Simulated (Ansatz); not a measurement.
System: interstitial Al in corundum (charge state +3). The step: a concerted move, in which Al travels most (a rearrangement that moves the defect's centre by under 1 Å); the atom moves 1.22 Å along (0.00, 0.00, -0.09) of the unit cell; the moving atom starts with neighbours 3 O at 1.74, 3 O at 2.25 Å and ends with 3 O at 1.74, 3 O at 2.25 Å. DFT values are from Ansatz (plane-wave PAW, 420 eV unless said) in a cell of 120 host sites, spin-restricted, static, with no finite-size correction. The charge state is imposed; whether it is stable for some Fermi level was not computed. Sites that were not tried may lie lower. The start lies 0.96 eV above the lowest site run (PBE). For the PBE band: the program found a first-order saddle point.

```json
[
 {"Level": "CHGNet universal potential (has no charge state), its own band", "Forward barrier (eV)": "0.10", "Cost of the band or of the saddle's single point": "-"},
 {"Level": "PBE, the Γ point alone, band relaxed", "Forward barrier (eV)": "0.27", "Cost of the band or of the saddle's single point": "around 15 core-minutes (rough)"},
 {"Level": "PBE, a 2×2×2 k-point mesh shifted by half a step along c, same geometries", "Forward barrier (eV)": "0.26", "Cost of the band or of the saddle's single point": "roughly 2.2 core-minutes"},
 {"Level": "r2SCAN at 500 eV, the Γ point alone, same geometries", "Forward barrier (eV)": "0.25", "Cost of the band or of the saddle's single point": "about 50 core-seconds (a rough figure)"}
]
```

Ansatz is a first-principles code.
